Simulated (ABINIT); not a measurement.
**Convergence study of the k-point mesh for Sr (Fm-3m, 1 atom in the cell)**

```
Sr
1.0
    0.00000     3.03088     3.03088
    3.03088     0.00000     3.03088
    3.03088     3.03088     0.00000
Sr
1
Direct
  0.00000   0.00000   0.00000
```

Computed with PBE, PAW (JTH v2.0 PBE PAW) (plane waves; ABINIT).

Base settings: pseudos = [Sr.GGA_PBE-JTH.xml]; ecut = 544 eV; pawecutdg = 1088 eV; pawxcdev = 0; occopt = 3; tsmear = 0.00367493 Ha; ngkpt = 6 6 6; nshiftk = 1; shiftk = 0 0 0; potentials = JTH v2.0 PBE PAW.

Only quantities that move along the ladder and can be compared are tabulated.

The count of work is k-points × plane waves × bands × iterations; it is no time. Core times come from one kind of shared machine, to one figure; runs under 30 s give none.

The starting cell has typed, rounded lattice constants, without a prior relaxation at this level. Its lattice was rescaled by up to half a per cent.

```tsv
ngkpt	free energy less the last step's (meV/atom)	pressure (GPa)	count of work / last	core time / last (rough)
2 2 2	9.25	-3.60	0.0038	–
3 3 3	98.87	0.34	0.011	–
4 4 4	-41.24	-0.04	0.022	–
5 5 5	-2.73	-0.22	0.027	–
6 6 6	12.95	-0.14	0.040	–
7 7 7	-3.53	-0.15	0.050	–
8 8 8	-0.69	-0.16	0.079	–
9 9 9	1.60	-0.16	0.096	0.2
11 11 11	-0.19	-0.16	0.14	0.2
14 14 14	-0.06	-0.16	0.28	0.3
17 17 17	-0.01	-0.16	0.45	0.8
18 18 18	0.01	-0.16	0.53	0.5
23 23 23	0.00	-0.16	1.0	1
```

Coarsest ngkpt that holds the pressure within 0.1 GPa of the last step, with all finer ones: 5 5 5, at 0.027 of the last step's count of work; the step before is off by 0.11 GPa.

Coarsest ngkpt that holds the free energy within 1 meV/atom of the last step, with all finer ones: 11 11 11, at 0.14 of the last step's count of work and about 0.2 of the last step's time; the step before is off by 1.6 meV/atom.
